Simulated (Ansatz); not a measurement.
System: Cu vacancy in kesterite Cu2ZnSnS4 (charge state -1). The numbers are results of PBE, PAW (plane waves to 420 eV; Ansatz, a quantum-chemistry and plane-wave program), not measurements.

64-site cell at the relaxed PBE lattice, one k-point at (0.250, 0.250, 0.250), smearing 0.05 eV, spin-restricted, no finite-size correction. No zero-point or tunnelling terms. PBE gaps are too small, and in this host the defect's levels may merge with the bands. The charge state is imposed; whether it is stable for some Fermi level was not computed. Forms of the defect that were not tried may lie lower.

Barriers: single points on a 2×2×2 k-point mesh shifted by half a step at the bands' geometries.

Relaxed starting cell (atoms counted from 1):

```xyz
63
Lattice="10.9380 0.0000 0.0000 0.0000 10.9380 0.0000 0.0000 0.0000 10.9304" Properties=species:S:1:pos:R:3 pbc="T T T"
Cu    -0.0097     5.4688    -0.0062
Cu     5.4608    -0.0003    -0.0061
Cu     5.4616     5.4691    -0.0075
Cu    -0.0290     2.7067     2.7208
Cu     0.0295     8.2136     2.7138
Cu     5.4669     2.7245     2.7280
Cu     5.4694     8.1935     2.7301
Zn     2.7186    -0.0316     2.7054
Zn     2.7305     5.4687     2.7198
Zn     8.2180     0.0344     2.7037
Zn     8.2044     5.4773     2.7220
Sn     2.6962     2.7003    -0.0320
Sn     2.7032     8.2173     0.0330
Sn     8.2124     2.7080     0.0347
Sn     8.2273     8.2339    -0.0301
S      1.2883     4.1420     1.4158
S      1.2863     9.6215     1.4058
S      6.7529     4.1591     1.4161
S      6.7625     9.6159     1.4164
S      1.4145     1.4484     4.0588
S      1.4128     6.9217     4.0646
S      6.8819     1.4573     4.0677
S      6.8853     6.9255     4.0704
S      4.1826     1.3389     1.4151
S      4.1945     6.7986     1.4163
S      9.6542     1.3285     1.4078
S      9.6572     6.8137     1.4187
S      4.0500     4.0093     4.0474
S      4.0596     9.4802     4.0532
S      9.5225     4.0188     4.0499
S      9.5219     9.4847     4.0391
Cu     2.7214     2.7268     5.4542
Cu     2.7195     8.2044     5.4615
Cu     8.1984     2.7327     5.4635
Cu     8.2002     8.2116     5.4555
Cu     2.7119     0.0183     8.2183
Cu     2.7352     5.4578     8.2063
Cu     8.2301    -0.0406     8.2239
Cu     8.2065     5.4648     8.2099
Zn     0.0294     2.7201     8.2278
Zn    -0.0295     8.2319     8.2362
Zn     5.4717     2.7340     8.2124
Zn     5.4691     8.2119     8.2134
Sn    -0.0122    -0.0062     5.4668
Sn    -0.0087     5.4650     5.4711
Sn     5.4609    -0.0029     5.4671
Sn     5.4567     5.4621     5.4676
S      4.0239     1.4169     6.8879
S      4.0228     6.8907     6.8892
S      9.4943     1.4215     6.8913
S      9.4954     6.8910     6.8875
S      4.1500     4.1862     9.5390
S      4.1398     9.6566     9.5363
S      9.6120     4.1826     9.5380
S      9.6463     9.6804     9.5608
S      1.4576     4.0701     6.8861
S      1.4548     9.5386     6.8917
S      6.9278     4.0723     6.8910
S      6.9271     9.5430     6.8907
S      1.3065     1.2707     9.5216
S      1.3263     6.7528     9.5186
S      6.7979     1.2810     9.5175
S      6.7930     6.7561     9.5245
```
Cell charge -1.

End state 1 differs by these moves (Å; atoms that move under 0.08 Å are left out):

```tsv
atom	element	Δx	Δy	Δz
4	Cu	-0.02	-2.66	-2.69
8	Zn	0.00	0.06	0.07
12	Sn	0.01	0.07	0.06
```

Q: Predict the forward and backward barriers to end state 1 from PBE, PAW.

A: forward 1.05 eV, backward 1.04 eV; at the saddle point atom 4 has neighbours S at 2.19, S at 2.33, S at 2.36; Zn at 2.70 Å. The saddle point's order was not checked.
